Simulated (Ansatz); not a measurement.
Start from HfO$_{2}$ in the CdI2 type structure (space group P-3m1, No. 164; a = 3.208 Å, c = 4.515 Å; a hypothetical phase, not in the database extracts checked; layered, stacked along the Cartesian z axis).

Levels (all Ansatz, an electronic-structure program, PAW): PBEsol-D3(BJ) (420 eV, scalar-relativistic without spin-orbit coupling); r2SCAN (500 eV, spin-orbit coupling left out).

The geometry is relaxed with PBEsol-D3(BJ).

| Property | Value |
|---|---|
| PBEsol-D3(BJ) lowest conduction level above the VBM at special points | M 4.40 eV; K 4.44 eV; L 4.94 eV; A 4.97 eV |
| PBEsol-D3(BJ) smallest direct gap | 4.85 eV |
| PBEsol-D3(BJ) width of the top valence band | 1.05 eV |

With r2SCAN at the same geometry, the lowest conduction level above the VBM at special points becomes M 4.97 eV; K 5.00 eV; L 5.53 eV; A 5.57 eV (PBEsol-D3(BJ): M 4.40 eV; K 4.44 eV; L 4.94 eV; A 4.97 eV); the smallest direct gap grows by 0.614 eV, from 4.85 eV to 5.47 eV; the width of the top valence band rises by 0.03 eV (1.05 eV → 1.08 eV).

Single points use the geometry relaxed with PBEsol-D3(BJ). Spin-orbit coupling, missing from the scalar runs, can matter with Hf. No phonon test of stability was made.
